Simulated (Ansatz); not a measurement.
Data:

```
CELL_PARAMETERS angstrom
      3.88563     0.00000     0.00000
     -1.94282     3.36506     0.00000
      1.94282    -1.12169     3.17261
ATOMIC_POSITIONS crystal
  Zn 0.00000 0.00000 0.00000
  S  0.25000 0.75000 0.25000
```

The cell is strained (all lengths scaled by 1.02); by r2SCAN it stands under a pressure of -4.0 GPa.

Transport runs along the normal of the first two printed cell vectors, the (111) plane of the conventional cell.

The gap is the functional's own. No spin-orbit coupling. Mid-gap values are those at the computed energy nearest the middle.

Q: Give the band gap and the smallest decay constant κ at mid-gap that r2SCAN (Ansatz, a quantum-chemistry and plane-wave program) yields.

A: Gap 2.44 eV on a 10×10×10 mesh; κ = 0.162 1/Å, at the zone centre.
